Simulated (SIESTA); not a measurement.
Band structure of Al2CdS4 (I-4, 7 atoms in the cell).

```yaml
crystal:
  lattice:
    - [-2.79486, 2.79486, 5.08607]
    - [2.79486, -2.79486, 5.08607]
    - [2.79486, 2.79486, -5.08607]
  atoms:
    - { symbol: Al, position: [0.75000, 0.25000, 0.50000] }
    - { symbol: Al, position: [0.50000, 0.50000, 0.00000] }
    - { symbol: Cd, position: [0.00000, 0.00000, 0.00000] }
    - { symbol: S, position: [0.60110, 0.14559, 0.01519] }
    - { symbol: S, position: [0.85441, 0.86960, 0.45551] }
    - { symbol: S, position: [0.13040, 0.58591, 0.98481] }
    - { symbol: S, position: [0.41409, 0.39890, 0.54449] }
```

Computed with GGA PBEsol, numerical atomic orbitals DZP, PseudoDojo PBEsol standard norm-conserving potentials (rewritten from UPF to PSML) (SIESTA 5.4.2).

Settings: XC.functional = GGA; XC.authors = PBEsol; potentials = PseudoDojo PBEsol standard; PAO.BasisSize = DZP; PAO.EnergyShift = 0.01 Ry; MeshCutoff = 400 Ry; kgrid.MonkhorstPack = 6 6 6; OccupationFunction = FD; ElectronicTemperature = 10 K; MaxSCFIterations = 150; SCF.Mixer.Method = Broyden; SCF.Mixer.Weight = 0.25; SCF.Mixer.History = 6; SCF.DM.Tolerance = 1.0E-04.

The starting cell comes from a database of computed structures (which also holds hypothetical and non-ambient phases and stackings), without a prior relaxation at this level. Values carry the incompleteness of an atom-centred basis.

Predict the gap along the standard path and the places of the band edges.

The gap along the path is 2.91 eV, from X to Γ; the smallest direct gap on it is 3.01 eV.

Levels in eV from the top of the valence band on the path, bands 22 to 26:
```csv
point,22,23,24,25,26
Γ,-1.21,-0.11,-0.11,-0.11,2.91
X,-0.69,-0.27,-0.26,0.00,3.49
Y,-0.77,-0.36,-0.34,-0.13,3.77
S,-1.15,-0.89,-0.35,-0.03,4.12
Z,-1.17,-1.13,-0.40,-0.40,3.67
S1,-1.15,-0.89,-0.35,-0.03,4.12
N,-0.91,-0.82,-0.49,-0.09,4.55
P,-0.72,-0.55,-0.28,-0.12,3.79
Y1,-0.77,-0.36,-0.34,-0.13,3.77
```

Higher empty bands are left out: an atom-centred basis made for the valence describes them poorly.
